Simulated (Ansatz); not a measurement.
# CsCl-type SrO (model structure)

All values below come from r²SCAN (PAW; Ansatz, a program for electronic structure).

Run with plane-wave cutoff 500 eV, 14×14×14 k mesh, Fermi–Dirac smearing 0.05 eV, scalar-relativistic PAW data made under PBE.

Cell (relaxed at this level):

```xyz
2
Lattice="3.1030 0.0000 0.0000 0.0000 3.1030 0.0000 0.0000 0.0000 3.1030" Properties=species:S:1:pos:R:3 pbc="T T T"
Sr     0.0000     0.0000     0.0000
O      1.5515     1.5515     1.5515
```

* **band gap**: 3.31 eV (on the SCF k mesh)

Note: the relaxation could raise the start's symmetry but not lower it, so the cell can be a saddle point.

Spin–orbit coupling is not included.

Static lattice: no zero-point or thermal effects.

A model structure was made by putting elements into a prototype or built by hand; it is no filed structure, need not be a known phase, and can be a saddle point held by its symmetry.
